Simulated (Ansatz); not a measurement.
Consider a 16-atom supercell of ZnCu2SnSe4 (space group I-4, No. 82; a = 5.658 Å, c = 11.318 Å) at its relaxed geometry.

The values are results of plane-wave PAW DFT at the PBEsol level (Ansatz, a program for electronic structure, 420 eV), no spin-orbit coupling, not measurements.

Before the change:

| Property | Result |
|---|---|
| Pressure | 0.0 GPa |

It is then changed as follows: one Se atom is added in an open site, starting 2.46 Å from the nearest host atom, atoms relaxed at fixed cell, starting from a slightly rattled geometry.

Q: What does the calculation give for the largest displacement of a host atom from its site in the perfect cell, final site of the added atom and pressure after the change?

A: The largest displacement of a host atom from its site in the perfect cell comes out as 0.91 Å; the final site of the added atom is 1 Zn at 2.35 Å and 1 Cu at 2.55 Å and 2 Se at 2.55–2.95 Å and 2 Sn at 2.74–3.00 Å; the pressure goes from zero to 4.1 GPa.

In so small a cell the defect repeats every few ångströms: this is an ordered compound, not a dilute defect. The mesh was chosen for an insulator and is coarse for the gapless case. The final runs are not spin-polarised. Gaps under 0.05 eV, about the width of the smearing, are given as zero. The defect cell is not spin-polarised.
